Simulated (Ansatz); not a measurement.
**HgS under a change: Tl on a Hg site**

Consider a 12-atom supercell of HgS (space group P3_221, No. 154; a = 4.139 Å, c = 9.408 Å; made of chains) at its relaxed geometry.

It is then changed as follows: one Hg atom is replaced by Tl, atoms relaxed at fixed cell, starting from a slightly rattled geometry.

The values are results of PBEsol (Ansatz, a first-principles code), no spin-orbit coupling, not measurements. Settings: 4×6×3 k-points, 0.01 eV Fermi–Dirac smearing.

The pressure goes from zero to -0.5 GPa.

Final structure:

```
CELL_PARAMETERS angstrom
      6.20800    -3.58419     0.00000
      2.06933     3.58419     0.00000
      0.00000     0.00000     9.40786
ATOMIC_POSITIONS crystal
  Tl 0.34763 0.34751 0.66797
  Hg 0.84140 0.84914 0.66431
  Hg 0.64769 0.34959 0.33206
  Hg 0.15561 0.84483 0.33474
  Hg 0.99881 0.29798 0.00005
  Hg 0.49664 0.82467 0.00611
  S  0.24841 0.27282 0.17711
  S  0.76078 0.73485 0.15613
  S  0.74236 0.25709 0.82907
  S  0.23026 0.82624 0.85291
  S  0.00679 0.49423 0.50534
  S  0.52192 0.92234 0.48044
```

Cost of the whole job for the changed cell (relaxation, final SCF and bands): around 30 core-minutes (rough).

The magnetic state is the one reached from the starting moments; the real material's order can differ, and small cells can't hold many antiferromagnetic ones. In so small a cell the defect repeats every few ångströms: this is an ordered compound, not a dilute defect. A case with no gap was solved on a k-mesh chosen for an insulator, which is coarse for it. Seeded moments were not kept for Tl on a Hg site. No dispersion term is included in the PBEsol runs. The defect cell is spin-polarised and ends with 0.0 μB.
